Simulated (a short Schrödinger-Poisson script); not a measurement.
System: symmetric double-gate stack, SiO2 on p-type GaAs, at 77 K.

```
layer  material  thickness (nm)  Na (cm⁻³)
-----  --------  --------------  ---------
1          SiO2             0.8          -
2          GaAs               3       6e16
3          SiO2             0.8          -
```

Constants are typed, rounded textbook-type inputs, not results; the design itself was drawn at random and stands for no fabricated device. SiO2: permittivity 3.9, conduction-band edge (eV) 3.17, gap (eV) 9, electron mass (mₑ) 0.5. GaAs: permittivity 12.9, conduction-band edge (eV) 0, gap (eV) 1.424, Nv at 300 K (cm⁻³) 9e18.

Channel valleys (confinement mass, in-plane density-of-states mass, number): Γ 0.067, 0.067, 1. At the gates, both at one voltage, the conduction-band edge of layer 1 lies 3.37 eV − eVg above the Fermi level of the channel. Gaps are held at their typed values at every temperature. Mesh 0.03 nm at interfaces.

From a short Schrödinger-Poisson script (our own, NumPy): 1D Poisson equation in equilibrium, electrons classical, Fermi-Dirac, parabolic valleys, classical holes, full ionisation, no traps, pinning or gate leakage.

The same stack at other levels of the model or other numerical settings:

| run | sheet density of all electrons at Vg = 0.9 V (cm⁻²) | capacitance of both gates at Vg = 0.9 V (μF/cm²) | rough cost against the base |
|---|---|---|---|
| base | 8.55e12 | 2.59 | about 1 |
| electrons treated as classical, Boltzmann | 3.36e13 | 8.39 | 0.6 |
| electrons treated as quantum, Hartree | 1.26e12 | 2.65 | 2 |
| electrons treated as quantum, Hartree plus LDA exchange-correlation | 1.63e12 | 2.86 | 3 |
| mesh six times as coarse | 8.24e12 | 2.50 | about 1 |

The classical rows ignore confinement, and Boltzmann statistics overrate the density once the band edge passes the Fermi level.

Above a few 1e12 electrons/cm² a light Γ valley is non-parabolic and upper valleys begin to fill, which the model leaves out.
